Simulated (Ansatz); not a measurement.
One pseudomorphic plane of X on fcc Pt (111), continuing the host's stacking (six planes of the host, 1x1 cell of 6.82 Å², clean work function 5.69 eV). ΔE counts an X atom from its bulk element. E_seg is the energy of the plane on top less that of the same plane lying second, under one plane of the host, at equal numbers of atoms (made equal with bulk Pt); a negative value keeps X outside. χ is Pauling's electronegativity. These are constructed structures, held to the host's lattice; rows with a moment ran spin-polarised from parallel moments in the plane, the only order that a 1x1 cell holds, and a change of moment is part of their E_seg. Rows without one ran without spin, though stretched planes of other d metals may be magnetic.

The numbers are results of PBE (plane waves to 420 eV, PAW; Ansatz, an electronic-structure program), not measurements.

```csv
X,χ,ΔE (eV),Δφ (eV),E_seg (eV),"moment of the cell, X on top / second (μB)"
Hf,1.30,0.00,-1.03,1.51,–
Mg,1.31,-0.75,-1.55,0.90,–
Ti,1.54,-0.46,-1.29,1.57,–
Al,1.61,-1.01,-1.13,1.15,–
Ga,1.81,-0.81,-1.14,0.39,–
Cu,1.90,-0.06,-1.01,0.36,–
Ni,1.91,0.35,-0.86,0.59,1.2 / 1.5
Ag,1.93,-0.26,?,-0.09,–
Ge,2.01,-0.60,-1.28,-0.28,–
Mo,2.16,0.32,-0.55,1.04,–
Ir,2.20,0.59,-0.08,0.41,–
Ru,2.20,0.73,-0.48,0.68,–
W,2.36,0.47,-0.26,1.05,–
Au,2.54,-0.25,-0.35,-0.29,–
```

Fit a straight line of Δφ against χ to the other rows and predict the withheld value for Ag.

Least squares gives Δφ = -2.70 + (0.97) × χ, with a root-mean-square miss of 0.25 eV. For Ag, χ = 1.93 gives -0.83 eV; the run gave -0.96 eV, 0.13 eV away, 0.5 times that miss. Of the pairs tried (Δφ and E_seg against χ, E_seg against ΔE) this one correlates best on the rows given.

Work function. Over these 14 rows Δφ correlates with χ at r = 0.82. It runs from -1.55 eV (Mg) to -0.08 eV (Ir), that is from 4.14 to 5.61 eV in all.

Place. E_seg is below −0.05 eV, so that the full plane is lower on top, for Ag, Ge, Au; above 0.05 eV, so that it is lower under one plane of the host, for Hf, Mg, Ti, Al, Ga, Cu, Ni, Mo, Ir, Ru, W.

ΔE is negative for Mg, Ti, Al, Ga, Cu, Ag, Ge, Au: there the strained plane on this host is lower than the bare face and X's own bulk. Alloying within the plane, relief of strain and larger cells were not tried.

Left out: 11 runs of this family that did not converge or found no flat vacuum level.
